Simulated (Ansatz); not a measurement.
For BP (model structure, started from the litharge type, P4/nmm, No. 129, 4 atoms in the cell), PBEsol in Ansatz (PAW) gives:

- lattice constant a = 4.112 Å
- c axis length = 2.413 Å

Q: What does PBE-D3(BJ) (Ansatz, a first-principles code, plane waves, PAW) give for the same quantities?

A: 
- lattice constant a: 4.094 Å (decreases by 0.4 %)
- lattice parameter c: 2.398 Å (falls by 0.6 %)

Changes are worked out from the printed values.

Unless a cell is named, each level is at its own relaxed cell (PBEsol 10.20, PBE-D3(BJ) 10.05 Å³/atom).

Ansatz's density-functional and Hartree–Fock values are scalar-relativistic unless marked +SOC, with PAW data made under PBE.

A model structure was made by putting elements into a prototype or built by hand; it is no filed structure, need not be a known phase, and can be a saddle point held by its symmetry.
